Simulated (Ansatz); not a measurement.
Cost and result by functional for the surface energy of the (100) surface of rock-salt CaO in its 1x1 cell (cut with top plane Ca + O, bottom plane Ca + O), outermost plane spacing 2.42 Å in the ideal cut, in Ansatz (plane waves, PAW). Single points on the PBE structure, on one kind of machine; costs are rough ratios of the slab run's core time (references not counted) to the cheapest single point. r2SCAN's cost holds its higher cutoff (500 against 420 eV). Differences are taken against HSE06 for comparison alone: no measured value is at hand, so the table doesn't rank accuracy. HSE06 ran on a coarser k-mesh, which lowers its cost and carries part of its shift.

Slab: 12 atoms, Ca6O6, 12.1 Å thick at the start; k 8x8x1, smearing 0.025 eV, dipole-corrected; all atoms relaxed; start symmetry kept, larger cells not searched; no spin, no spin-orbit, no U. These notes are the PBE run's.

| functional | relative cost | surface energy (J/m²) | less HSE06 (J/m²) |
|---|---|---|---|
| PBEsol | 1 | 0.76 | 0.03 |
| RPBE | 1 | 0.50 | -0.23 |
| LDA | 1 | 0.90 | 0.17 |
| r2SCAN | 2 | 0.81 | 0.08 |
| HSE06 | 8 | 0.72 | 0.00 |
| PBE (the relaxed run's value) | – | 0.64 | -0.08 |

The values span 0.40 J/m², while the single points' costs differ by a factor of roughly 8. Differences are of unrounded values.

Ansatz is an electronic-structure program.
